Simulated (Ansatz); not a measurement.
Start from Ba in the bcc (W type) structure (space group Im-3m, No. 229; a = 4.883 Å).

Structures relaxed with Ansatz (a program for electronic structure), PBEsol, PAW, cutoff 420 eV, without spin-orbit coupling.

Base:

Simulated powder pattern, Cu Kα1, λ = 1.54056 Å (kinematic, ideal powder, no thermal factors, no anomalous dispersion; the 10 strongest lines at most, above 2 %, up to 2θ = 90°):

| 2θ (°) | I/Imax (%) | hkl |
|---|---|---|
| 25.78 | 100 | (110) |
| 36.78 | 20 | (200) |
| 45.47 | 43 | (211) |
| 53.00 | 14 | (220) |
| 59.85 | 19 | (310) |
| 66.25 | 4.6 | (222) |
| 72.35 | 21 | (321) |
| 78.25 | 2.2 | (400) |
| 84.03 | 11 | (411) |
| 89.74 | 6.5 | (420) |

Perturbation: full substitution Ba → Li; the structure is relaxed again.

How do the reflections move or split?


Simulated powder pattern, Cu Kα1, λ = 1.54056 Å (kinematic, ideal powder, no thermal factors, no anomalous dispersion; the 10 strongest lines at most, above 2 %, up to 2θ = 90°):

```json
[
 {"2θ (°)": "36.99", "I/Imax (%)": "100", "hkl": "(110)"},
 {"2θ (°)": "53.31", "I/Imax (%)": "17", "hkl": "(200)"},
 {"2θ (°)": "66.66", "I/Imax (%)": "34", "hkl": "(211)"},
 {"2θ (°)": "78.76", "I/Imax (%)": "10", "hkl": "(220)"}
]
```

The indices refer to each structure's own conventional cell; one index is shown for lines that coincide.

No phonon test of stability was made.
